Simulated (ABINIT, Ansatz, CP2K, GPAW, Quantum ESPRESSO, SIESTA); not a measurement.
Code comparison for BeBiO3 (Pm-3m, 5 atoms in the cell)

Self-consistent single point, at a second geometry (lattice scaled by 0.98). First geometry:

```xyz
5
Lattice="3.6738 0.0000 0.0000 0.0000 3.6738 0.0000 0.0000 0.0000 3.6738" Properties=species:S:1:pos:R:3 pbc="T T T"
Be     1.8369     1.8369     1.8369
Bi     0.0000     0.0000     0.0000
O      1.8369     1.8369     0.0000
O      0.0000     1.8369     1.8369
O      1.8369     0.0000     1.8369
```

Shared settings, as Ansatz (a quantum-chemistry and plane-wave program) writes them: kpoints.mp_grid.grid = 6 6 6; scf.occupations.method = gaussian; scf.occupations.width = 0.05 eV. Potentials and cutoffs stand in the table.

```
code                                                                                                                                      model  ΔF from the first geometry (meV/atom)  pressure (GPa)       cutoff
----------------  -----------------------------------------------------------------------------------------------------------------------------  -------------------------------------  --------------  -----------
GPAW                                                                                      PBEsol, GPAW PAW datasets PBEsol (made by gpaw-setup)                                   -6.6               –       900 eV
ABINIT                                                           PBEsol, norm-conserving pseudopotentials (PseudoDojo nc-sr-04 PBEsol standard)                                   -6.0            3.40        44 Ha
CP2K                                                                 PBEsol, GPW, DZVP-MOLOPT-PBE-GTH basis, GTH-PBE potentials (POTENTIAL_UZH)                                   19.5           10.98  grid 650 Ry
Quantum ESPRESSO                                                          PBEsol, PseudoDojo standard norm-conserving (PBESOL) pseudopotentials                                   -6.0            3.41        90 Ry
SIESTA            GGA PBEsol, numerical atomic orbitals DZP, PseudoDojo PBEsol standard norm-conserving potentials (rewritten from UPF to PSML)                                   -9.5            2.47  grid 400 Ry
Ansatz                                                                                                          PBEsol, PAW files made with PBE                                   -4.8            3.27       420 eV
```

For Ansatz (by 0.5 GPa) the energy change implies a higher mean pressure, against the two pressures, than for the other programs: a sign of finite-basis (Pulay) stress.

A dash marks a value that a program does not give, or that is left out as unsure.

On Ansatz's run: spin-orbit coupling is off.

The spread over the programs that give each value: ΔF from the first geometry within 29.0 meV/atom; pressure within 8.51 GPa.

CP2K and SIESTA use small atom-centred bases, whose incompleteness enters pressures, forces and empty levels differently from a plane-wave cutoff. Ansatz's pressure is given at a fixed set of plane waves, as the other plane-wave codes print theirs; with its correction for the finite basis it is 3.77 GPa (the shift of 0.50 GPa shows how far the cutoff is from converged). The pressure of GPAW is left out: its cutoff lies under the one at which its stress was checked. In the pressure, CP2K (by 7.59) lies more than 1 GPa from the median of the plane-wave programs.

The starting cell comes from a database of computed structures (which also holds hypothetical and non-ambient phases and stackings), without a prior relaxation at this level. For this run, on top of that: lattice scaled by 0.98.

Left out of this page: Elk and FLEUR (not drawn, or without a comparable value).

Keys are those of Ansatz 0.2.
